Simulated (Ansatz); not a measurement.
Data:

End structure of a constructed model of the (111) surface of fcc Au, a layer of Al in place of the third plane (bottom of the slab: a bare face, its two planes held):

```
CELL_PARAMETERS angstrom
      2.93959     0.00000     0.00000
     -1.46980     2.54576     0.00000
      0.00000     0.00000    28.00000
ATOMIC_POSITIONS crystal
  Au 0.33333 0.66667 0.28891
  Au 0.66667 0.33333 0.37463
  Au 0.00000 0.00000 0.46190
  Al 0.33333 0.66667 0.53454
  Au 0.66667 0.33333 0.60686
  Au 0.00000 0.00000 0.69493
```

Slab: 6 atoms, 11.8 Å thick at the start; k 15x15x1, smearing 0.1 eV, dipole-corrected; 2 atoms held, the rest relaxed; symmetry of the start imposed; no spin, no spin-orbit, no U. In PBE it is, or lies within 0.01 eV a 1x1 cell of, the lowest of the 2 structures of its composition computed so far; larger cells were not tried.

Task: What work function of the top face does Ansatz (a program for electronic structure) with PBE give?

Result: 5.07 eV
